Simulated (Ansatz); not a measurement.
A self-consistent single point of CuAs (P6_3/mmc, 4 atoms in the cell) with Ansatz (an electronic-structure program).

Computed with LDA (PW92), default PAW files made with PBE (plane waves; Ansatz).

```xyz
4
Lattice="3.8297 0.0000 0.0000 -1.9149 3.3166 0.0000 0.0000 0.0000 4.9600" Properties=species:S:1:pos:R:3 pbc="T T T"
Cu     0.0000     0.0000     2.4800
Cu     0.0000     0.0000     0.0000
As     1.9149     1.1055     3.7200
As     0.0000     2.2111     1.2400
```

Reference input (self-consistent single point, DFT, LDA (PW92), plane waves, default PAW files made with PBE): basis.ecutwfc = 420 eV; kpoints.mp_grid.grid = 13 13 9; hamiltonian.xc = lda; hamiltonian.pseudopotentials = {kind: paw} (the program's default PAW files); scf.occupations.method = cold; scf.occupations.width = 0.2 eV. This run's input differs from it in these lines:

Ansatz 0.2 input:
```diff
@@ -11,3 +11,3 @@
 basis:
-  ecutwfc: 420.0
+  ecutwfc: 170.0
 kpoints:
```

The program printed (abridged):

```
SCF iter   1: F=—  HF=-22575.636096 eV  |F-HF|=—  |Δ(HF+E_count)|=         —  Δρ=3.53e-1  dr2=3.58e1  ethr=1.77e-3  ⟨swp⟩=5.3  Hψ=12917  notcnv=0
all-band conjugate gradients solve this SCF's bands
preconditioner: auto → LDOS
SCF iter   2: F=—  HF=-22565.791575 eV  |F-HF|=—  |Δ(HF+E_count)|=    9.84e0  S|Δr|=    0.00e0  Δρ=3.49e-1  dr2=3.41e1  ethr=1.77e-3  ⟨swp⟩=4.0  Hψ=16184  notcnv=0  defer=197
   [... lines left out ...]
SCF iter   7: F=—  HF=-22546.655165 eV  |F-HF|=—  |Δ(HF+E_count)|=   3.42e-4  S|Δr|=    0.00e0  Δρ=1.68e-4  dr2=1.16e-5  ethr=1.95e-6  ⟨swp⟩=2.0  Hψ=5670  notcnv=0  defer=184
SCF iter   8: F=—  HF=-22546.655156 eV  |F-HF|=—  |Δ(HF+E_count)|=   8.93e-6  S|Δr|=    0.00e0  Δρ=2.45e-5  dr2=2.83e-7  ethr=1.71e-8  ⟨swp⟩=2.0  Hψ=5428  notcnv=0  defer=184
SCF iter   9: F=-22546.655156 eV  HF=-22546.655156 eV  |F-HF|=1.08e-8  |Δ(HF+E_count)|=   7.28e-8  S|Δr|=    0.00e0  Δρ=5.05e-6  dr2=1.24e-8  ethr=1.47e-10  ⟨swp⟩=7.3  Hψ=14622  notcnv=0
SCF 1 converged in 9 iterations: F = -22546.655156 eV  dr2 = 1.24e-8
Stability not checked (fill_not_monotonic)
Free energy (F): -22546.655156 eV
Internal energy: -22546.655163 eV  (E = F + TS)
E sigma→0 (E₀):  -22546.655158 eV
Entropy (-TS):   0.000008 eV (0.002 meV/atom)
Fermi energy:    12.363678 eV
--- Forces (eV/Å), atoms counted from 1 ---
  atom   1  Cu     0.00000000     0.00000000     0.00000000
   [... zero for the other atoms too ...]
--- Stress (GPa, compression-positive) ---
       14.491877       0.000000      -0.000000
        0.000000      14.491877      -0.000000
       -0.000000      -0.000000      19.942391
  P = ⅓ Tr σ = 16.3087 GPa (163.087 kbar)
  The stress holds the Pulay correction. Without it, at fixed plane waves, as pw.x and ABINIT print it: P = -1100.0834 GPa
```

The run converged in 9 iterations. Against the reference run the free energy rises by 28.0 eV/atom and the pressure goes from -5.44 to 16.31 GPa.

The starting cell comes from a database of computed structures (which also holds hypothetical and non-ambient phases and stackings), without a prior relaxation at this level. Spin polarisation is off. Ansatz's pressure includes its estimate of the finite-basis (Pulay) stress. Without the estimate this run gives -1100.08 GPa. The cutoff lies below the one recommended for these files. The run gives no clean gap (levels at the Fermi energy touch, overlap or are partly filled at this smearing), which alone does not show that the compound is a metal.
